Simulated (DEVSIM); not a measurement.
System: abrupt GaAs p-n junction, at 350 K.

Layer 1 from the left is GaAs, thickness (μm) 17.0, Na (cm⁻³) 6.9e16, τn (s) 6e-8, τp (s) 6e-8. Layer 2 from the left is GaAs, thickness (μm) 2.50, Nd (cm⁻³) 1.5e17, τn (s) 6e-8, τp (s) 6e-8.

Left contact: ohmic. Right contact: ohmic. Voltage is applied to the left contact. Recombination: SRH at mid-gap. Mobility is constant in doping.

The device is made up for the run: typed textbook-type constants, with dimensions and the other settings drawn at random. Values at 300 K; Nc and Nv go as T^1.5, mobilities as T to minus their exponent, the gap by Varshni's rule with the affinity fixed.

GaAs: gap (eV) 1.424, affinity (eV) 4.07, permittivity 12.9, Nc (cm⁻³) 4.7e17, Nv (cm⁻³) 9e18, μn (cm²/Vs) 8500, μp (cm²/Vs) 400, T exponent of μn 2.1, T exponent of μp 2.2, Varshni α (eV/K) 0.000541, Varshni β (K) 204.

Problem. Estimate by hand the built-in potential, the peak field at zero bias, the capacitance at -3 V, and compare with a numerical solution.

Solution. 
- Built-in potential: ni = √(Nc Nv) exp(−Eg/2kT) = 2.12e8 cm⁻³ with Eg = 1.401 eV; Vbi = kT/q ln(Na Nd/ni²) = 1.206 V; numerical 1.206 V.
- Peak field at zero bias: depletion approximation: W = √(2εVbi/(qN)) = 0.191 μm with N = 4.73e16 cm⁻³; field = 2Vbi/W = 126000 V/cm; numerical 123000 V/cm (estimate above by 2.6 %).
- Capacitance at -3 V: C = √(qεN / 2(Vbi + |V|)) = 32.1 nF/cm²; numerical 32.3 nF/cm² (estimate below by 0.72 %).

Model (solved in DEVSIM): 1D drift-diffusion, Boltzmann statistics, complete ionisation; no tunnelling, impact ionisation, image-force lowering or self-heating.
